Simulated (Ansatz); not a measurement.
The parent structure is Na in the bcc (W type) structure (space group Im-3m, No. 229; relaxed with 0.1 eV smearing).

```xyz
1
Lattice="-2.0867 2.0867 2.0867 2.0867 -2.0867 2.0867 2.0867 2.0867 -2.0867" Properties=species:S:1:pos:R:3 pbc="T T T"
Na     0.0000     0.0000     0.0000
```

Level of theory: Ansatz (a first-principles code), PBEsol, PAW, cutoff 420 eV, without spin-orbit coupling.

For the base:

| Item | Result |
|---|---|
| Pressure | 0.0 GPa |

Perturbation: an isotropic linear strain of −2.50 %, atoms relaxed at fixed cell.

### Question
What does the calculation give for the pressure after the change?

### Answer
The pressure goes from zero to 0.7 GPa.

### Question
What happens to the energy relative to the base?

### Answer
The energy increases by 5.3 meV/atom.

No phonon test of stability was made.
